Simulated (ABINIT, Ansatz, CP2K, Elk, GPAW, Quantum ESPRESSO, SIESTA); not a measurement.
**I (Cmce, 4 atoms in the cell) computed with different codes at matched settings**

Self-consistent single point.

```yaml
crystal:
  lattice:
    - [2.40290, -3.64700, 0.00000]
    - [2.40290, 3.64700, 0.00000]
    - [0.00000, 0.00000, 9.82231]
  atoms:
    - { symbol: I, position: [0.84600, 0.84600, 0.88300] }
    - { symbol: I, position: [0.65400, 0.65400, 0.38300] }
    - { symbol: I, position: [0.34600, 0.34600, 0.61700] }
    - { symbol: I, position: [0.15400, 0.15400, 0.11700] }
```

Shared settings, as Ansatz (a quantum-chemistry and plane-wave program) writes them: kpoints.mp_grid.grid = 4 4 2; scf.occupations.method = fermi_dirac; scf.occupations.width = 0.01 eV. Potentials and cutoffs stand in the table.

| code | model | pressure (GPa) | largest force (eV/Å) | gap on the mesh (eV) | cutoff |
|---|---|---|---|---|---|
| GPAW | LDA (Perdew-Wang 92), GPAW PAW datasets LDA (gpaw-data 1.0.1) | -1.57 | 0.427 | 1.066 | 550 eV |
| CP2K | LDA (Pade form), GPW, DZVP-MOLOPT-PBE-GTH basis, GTH-PBE potentials (POTENTIAL_UZH) | 0.34 | 1.092 | 1.079 | grid 400 Ry |
| Elk | LDA (PW92), all-electron FP-LAPW, Elk's shipped species files, APW+lo basis with extra local orbitals | – | 0.266 | 1.084 | rgkmax 8 |
| ABINIT | LDA (PW92), norm-conserving pseudopotentials (PseudoDojo nc-sr-04 LDA standard) | -1.88 | 0.279 | 1.072 | 35 Ha |
| Ansatz | LDA (PW92), PAW files made with PBE | -1.81 | 0.302 | 1.081 | 420 eV |
| Quantum ESPRESSO | LDA (PZ), GBRV 1.5 ultrasoft (LDA) pseudopotentials | -1.79 | 0.327 | 1.080 | 40 Ry |
| SIESTA | LDA PW92, numerical atomic orbitals DZP, PseudoDojo LDA standard norm-conserving potentials (rewritten from UPF to PSML) | -3.99 | 0.901 | 0.971 | grid 300 Ry |

A dash marks a value that a program does not give, or that is left out as unsure.

Gaps are read on the mesh.

On Ansatz's run: spin-orbit coupling is off.

The spread over the programs that give each value: pressure within 4.33 GPa; largest force within 0.826 eV/Å; gap on the mesh within 0.113 eV.

CP2K and SIESTA use small atom-centred bases, whose incompleteness enters pressures, forces and empty levels differently from a plane-wave cutoff. Elk treats all electrons, but the usual bases taken here (sphere radii, linearisation, local orbitals, empty states) were not tested for convergence, so the values are no reference for the others. Ansatz's pressure is given at a fixed set of plane waves, as the other plane-wave codes print theirs. The same LDA comes in different parametrisations, which differ slightly. In the pressure, CP2K (by 2.14) and SIESTA (by 2.19) lie more than 1 GPa from the median of the plane-wave programs. In the force vectors, GPAW (by 0.120), CP2K (by 0.796) and SIESTA (by 0.599) lie more than 0.08 eV/Å from the median of the plane-wave programs.

The starting cell has typed, rounded lattice constants, without a prior relaxation at this level. Its lattice was rescaled by a random factor within 2.5 % of one.

Keys are those of Ansatz 0.2.
